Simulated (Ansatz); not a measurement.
Cu3Sn (Fm-3m, No. 225, 4 atoms in the cell; start mp-838)

Method: r²SCAN in Ansatz (PAW).

Settings: plane-wave cutoff 500 eV, 16×16×16 k mesh, Fermi–Dirac smearing 0.1 eV, no spin polarisation, scalar-relativistic PAW data made under PBE.

Cell (relaxed at this level):

```
Cu3Sn
1.0
    0.00000     3.04141     3.04141
    3.04141     0.00000     3.04141
    3.04141     3.04141     0.00000
Cu Sn
3 1
Cartesian
  3.04141   3.04141   3.04141
  4.56211   4.56211   4.56211
  1.52070   1.52070   1.52070
  0.00000   0.00000   0.00000
```

- band gap = none

Note: the relaxation could not lower the start's symmetry, so the cell can be a saddle point above a distorted one.

Spin–orbit coupling is not included.

The computed numbers hold no vibrational or temperature effects.

A start named mp-… is a Materials Project structure, which need not be a measured phase.

Ansatz is a quantum-chemistry and plane-wave program.
